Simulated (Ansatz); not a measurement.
Base system: SiO$_{2}$ in the rutile structure (space group P4_2/mnm, No. 136; a = 4.236 Å, c = 2.690 Å). Axes: x, y, z lie along a, b, c of the conventional cell.

Levels (all Ansatz, a first-principles code, PAW): PBE (420 eV, scalar-relativistic without spin-orbit coupling); r2SCAN (500 eV, scalar-relativistic without spin-orbit coupling).

Its gap is 5.04 eV with PBE and 5.97 eV with r2SCAN.

Modification: biaxial strain −0.83 %, plane normal [001], relaxed out of plane (Cartesian); in-plane vectors clamped, the third vector and the atoms free.

With PBE the gap becomes 5.17 eV.

Question: If the r2SCAN correction stayed the same, what would the r2SCAN gap be, and what does the r2SCAN run give?

Answer: A rigid correction of +0.93 eV gives 6.10 eV. The r2SCAN run gives 6.11 eV, so the two effects roughly add.

Single points use the geometry relaxed with PBE. Whether these cells are dynamically stable was not tested.
